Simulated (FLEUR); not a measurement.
# Energy against c/a at fixed volume: hcp Be (space group 194) (FLEUR, PBE)

```
Be
1.0
    2.30035     0.00000     0.00000
   -1.15017     1.99216     0.00000
    0.00000     0.00000     3.45233
Be
2
Direct
  0.66667   0.33333   0.75000
  0.33333   0.66667   0.25000
```

Method: PBE, all-electron FLAPW (FLEUR), scalar-relativistic valence (FLEUR). Settings: Kmax = 4.56 1/bohr; GmaxXC = 22.8 1/bohr; xcFunctional = pbe; jspins = 1; l_soc = F; mode = hist; fermiSmearingEnergy = 0.00183747 Htr; mesh (inpgen div1-3) = 32 32 18; inpgen gamma flag = true; Gmax = 22.8 1/bohr; numbands = 0; maxIterBroyd = 40; imix = Anderson; alpha = 0.05; precondParam = 0; minDistance = 1e-05 me/bohr^3. The cell above is the first row's. The rows change c/a at fixed volume. In all rows fractional positions and the k mesh are held. E is the free energy at the stated smearing, counted from the lowest row.

```
c/a     E (meV/atom)
------  ------------
1.5008             ?
1.5164          8.63
1.5321          4.71
1.5477          1.97
1.5633          0.41
1.5790          0.00
1.5946          0.70
1.6102          2.48
1.6259          5.33
```

Taking a cubic for E over the 8 complete rows: With u = c/a - 1.57, the rows have u = -0.05360, -0.03790, -0.02230, -0.00670, 0.00900, 0.02460, 0.04020, 0.05590. Least squares gives E = 0.100 - 31.90·u + 2311.9·u² - 1194·u³. Residuals (row less fit): -0.006, 0.015, -0.004, -0.008, 0.001, 0.003, 0.004, -0.002; standard error 0.010 (degrees of freedom: 4). The fitted curve has its minimum at c/a = 1.58, where E = -0.01. To one more digit the minimum is at c/a = 1.577; the ideal close-packed ratio is 1.633.

Question: Predict the withheld E at c/a = 1.5008 from the fit, and compare with the calculation.

Answer: u = -0.06920, so E = 0.100 - 31.90 × (-0.06920) + 2311.9 × (-0.06920)² - 1194 × (-0.06920)³ = 13.774 meV/atom. The calculation gives 13.66 meV/atom, 0.114 meV/atom below the prediction (0.8 % of the range of E in the table). The row lies outside the fitted rows, so this is an extrapolation. From the scatter of the fitted rows alone, a prediction at this place has a standard error of 0.026 meV/atom, so the miss is 4.4 times that.

Carrying the step between the two nearest rows on in a straight line would have given 12.53, off by 1.13; series whose last step already gives the withheld value aren't shown. The reference cell has the volume at which an earlier scan in this program and functional put its minimum by a fit (its basis settings may differ); axis ratios and inner coordinates come from a measured-size cell. The runs keep the symmetry of the cell, so they don't test it for distortions. The best c/a moves a little with volume. Values depend on the basis (sphere radii, cutoffs, local orbitals), which need not be converged. In metals such curves are sensitive to mesh and smearing. Cutoffs and mesh are single choices, not tested for convergence of this quantity. Series with a scatter that would blur these digits, or in which a gap closes, are not shown. Strain series were run only where this level's volume lies within 10 % of a first guess from the measured size.

Terms beyond the fitted order, or numerical noise in single rows, can give a miss of this size; the table doesn't tell which.
